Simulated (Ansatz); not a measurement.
Worked example: self-consistent single point of ZnCu2SnS4 (Fmm2, 8 atoms in the cell) in Ansatz (a program for electronic structure).

Computed with LDA (PW92), default PAW files made with PBE (plane waves; Ansatz).

The change in words: lattice scaled by 0.98; kpoints.mp_grid.grid: 5 5 5 → 9 9 9. Reference geometry:
```yaml
crystal:
  lattice:
    - [-2.68500, 2.68500, 5.36861]
    - [2.68500, -2.68500, 5.36861]
    - [2.68500, 2.68500, -5.36861]
  atoms:
    - { symbol: Zn, position: [0.00466, 0.00466, 0.00000] }
    - { symbol: Cu, position: [0.25000, 0.75000, 0.50000] }
    - { symbol: Cu, position: [0.75000, 0.25000, 0.50000] }
    - { symbol: Sn, position: [0.50000, 0.50000, 0.00000] }
    - { symbol: S, position: [0.89122, 0.37530, 0.00000] }
    - { symbol: S, position: [0.62470, 0.62470, 0.51592] }
    - { symbol: S, position: [0.37530, 0.89122, 0.00000] }
    - { symbol: S, position: [0.10878, 0.10878, 0.48408] }
```

Reference input (self-consistent single point, DFT, LDA (PW92), plane waves, default PAW files made with PBE): basis.ecutwfc = 420 eV; kpoints.mp_grid.grid = 5 5 5; hamiltonian.xc = lda; hamiltonian.pseudopotentials = {kind: paw} (the program's default PAW files); scf.occupations.method = fermi_dirac; scf.occupations.width = 0.1 eV. This run's input differs from it in these lines:

Ansatz 0.2 input:
```diff
@@ -2,5 +2,5 @@
   lattice:
-    - [-2.684998, 2.684998, 5.368612]
-    - [2.684998, -2.684998, 5.368612]
-    - [2.684998, 2.684998, -5.368612]
+    - [-2.631298, 2.631298, 5.261240]
+    - [2.631298, -2.631298, 5.261240]
+    - [2.631298, 2.631298, -5.261240]
   atoms:
@@ -17,3 +17,3 @@
 kpoints:
-  mp_grid: { grid: [5, 5, 5] }
+  mp_grid: { grid: [9, 9, 9] }
 hamiltonian:
```

The program printed (abridged):

```
SCF iter   1: F=—  HF=-25719.179323 eV  |F-HF|=—  |Δ(HF+E_count)|=         —  Δρ=1.04e-2  dr2=8.87e-2  ethr=1.77e-3  ⟨swp⟩=7.6  Hψ=28276  notcnv=0  defer=8
all-band conjugate gradients solve this SCF's bands
preconditioner: auto → Resta (q_TF=auto, 2.508 Å⁻¹)
SCF iter   2: F=—  HF=-25719.170148 eV  |F-HF|=—  |Δ(HF+E_count)|=   9.17e-3  Δρ=7.71e-3  dr2=6.96e-2  ethr=1.01e-4  ⟨swp⟩=2.0  Hψ=14024  notcnv=0  defer=217
   [... lines left out ...]
SCF iter   6: F=—  HF=-25719.152203 eV  |F-HF|=—  |Δ(HF+E_count)|=   1.72e-5  Δρ=8.74e-5  dr2=1.27e-5  ethr=1.29e-7  ⟨swp⟩=2.8  Hψ=10614  notcnv=0  defer=33
SCF iter   7: F=—  HF=-25719.152225 eV  |F-HF|=—  |Δ(HF+E_count)|=   2.21e-5  Δρ=6.13e-5  dr2=3.16e-6  ethr=1.44e-8  ⟨swp⟩=2.9  Hψ=11622  notcnv=0  defer=33
SCF iter   8: F=—  HF=-25719.152225 eV  |F-HF|=—  |Δ(HF+E_count)|=   1.22e-7  Δρ=1.07e-5  dr2=1.32e-7  ethr=3.59e-9  ⟨swp⟩=2.3  Hψ=8805  notcnv=0  defer=33
SCF iter   9: F=-25719.152225 eV  HF=-25719.152225 eV  |F-HF|=1.34e-8  |Δ(HF+E_count)|=   2.20e-9  Δρ=3.62e-6  dr2=2.36e-8  ethr=1.14e-10  ⟨swp⟩=9.4  Hψ=26368  notcnv=0
SCF 1 converged in 9 iterations: F = -25719.152225 eV  dr2 = 2.36e-8
Free energy (F): -25719.152225 eV
Internal energy: -25719.149149 eV  (E = F + TS)
E sigma→0 (E₀):  -25719.150687 eV
Entropy (-TS):   -0.003076 eV (-0.385 meV/atom)
Fermi energy:    9.492124 eV
--- Forces (eV/Å), atoms counted from 1 ---
  atom   1  Zn    -0.00000000     0.00000000    -0.43049224
  atom   2  Cu    -0.00000000    -0.00000000     0.02426913
  atom   3  Cu     0.00000000    -0.00000000     0.02426913
  atom   4  Sn    -0.00000000     0.00000000    -0.10773193
  atom   5  S     -0.11231478     0.11231478     0.46413492
  atom   6  S      0.28426014     0.28426014    -0.21929147
  atom   7  S      0.11231478    -0.11231478     0.46413492
  atom   8  S     -0.28426014    -0.28426014    -0.21929147
--- Stress (GPa, compression-positive) ---
        3.333081      -0.447095       0.000000
       -0.447095       3.333081      -0.000000
        0.000000      -0.000000       3.560803
  P = ⅓ Tr σ = 3.4090 GPa (34.090 kbar)
  The stress holds the Pulay correction. Without it, at fixed plane waves, as pw.x and ABINIT print it: P = 3.3454 GPa
```

The run converged in 9 iterations. Against the reference run the free energy goes up by 3.4 meV/atom, the pressure goes from -2.12 to 3.41 GPa and the largest force goes from 0.357 to 0.491 eV/Å.

The starting cell comes from a database of computed structures (which also holds hypothetical and non-ambient phases and stackings), without a prior relaxation at this level. Its lattice was rescaled by up to half a per cent. One atom was moved a little off its site on purpose. For this run, on top of that: lattice scaled by 0.98. Spin polarisation is off. With a pressure of about 3 GPa the cell is away from its equilibrium volume at this level. Ansatz's pressure includes its estimate of the finite-basis (Pulay) stress. A gap is left out here, as mesh or smearing make it unsure.

Cost on one core of a shared machine: roughly 70 s.
